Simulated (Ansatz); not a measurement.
**InAs, pressure series**

Consider InAs in the zinc blende structure (space group F-43m, No. 216).

```xyz
2
Lattice="0.0000 3.0933 3.0933 3.0933 0.0000 3.0933 3.0933 3.0933 0.0000" Properties=species:S:1:pos:R:3 pbc="T T T"
As     4.6400     4.6400     4.6400
In     0.0000     0.0000     0.0000
```

Cell and atoms are relaxed at each pressure.

Level of theory: DFT with PBE, PAW potentials and a 420 eV plane-wave cutoff in Ansatz (an electronic-structure program), without spin-orbit coupling, earlier PAW set.

Computed cases, in order: pressure −2 GPa; pressure −1 GPa; 0 GPa (base); pressure 0.9 GPa; pressure 2.1 GPa; pressure 4.5 GPa; pressure 9 GPa; pressure 15 GPa; pressure 22.5 GPa; pressure 30 GPa.

Q: Between which two neighbouring cases does the band gap open or close?

A: Between pressure 4.5 GPa (zero) and pressure 9 GPa (0.14 eV). The whole series: pressure −2 GPa: zero; pressure −1 GPa: zero; 0 GPa (base): zero; pressure 0.9 GPa: zero; pressure 2.1 GPa: zero; pressure 4.5 GPa: zero; pressure 9 GPa: 0.14 eV; pressure 15 GPa: 0.45 eV; pressure 22.5 GPa: 0.75 eV; pressure 30 GPa: 0.98 eV.

A case with no gap was solved on a k-mesh chosen for an insulator, which is coarse for it. Load acts through the strain it causes; cell and atoms are relaxed under it. No phonon test of stability was made. The final runs are not spin-polarised. Measured, InAs leaves this structure (for rock salt) near 7 GPa (temperature not stated; as listed in Datta, Sujoy, Jana, Debnarayan, arXiv (2020)). A zero or small gap of InAs can be the functional's error rather than a property of the material.
